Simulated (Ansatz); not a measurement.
# CaO in the rock salt structure (space group Fm-3m, No. 225)

```
CELL_PARAMETERS angstrom
      0.00000     2.38348     2.38348
      2.38348     0.00000     2.38348
      2.38348     2.38348     0.00000
ATOMIC_POSITIONS crystal
  Ca 0.00000 0.00000 0.00000
  O  0.50000 0.50000 0.50000
```

The values are results of DFT with PBEsol, PAW potentials and a 420 eV plane-wave cutoff in Ansatz (a quantum-chemistry and plane-wave program), without spin-orbit coupling, not measurements. Settings: 12×12×12 k-points, 0.05 eV Fermi–Dirac smearing.

Volume per atom: 13.54 Å³
Density: 3.44 g/cm³
Band gap: 3.54 eV, indirect, Γ → X
Electron mass: 1.4 mₑ along k, 0.42 mₑ across
Hole mass (degenerate bands, along [100]): 0.34, 2.8, 2.8 mₑ
Lowest conduction-band minima above the VBM: X along ⟨100⟩ 3.54 eV; Γ 4.78 eV
Total energy: -1179.052 eV/atom (σ→0; compares only within this code and set-up)

Effective masses come from finite differences of ±0.01 Å⁻¹. Along k means along the line from Γ to the band edge. Whether these cells are dynamically stable was not tested. The base started in Cmce and relaxed to Fm-3m at this level.
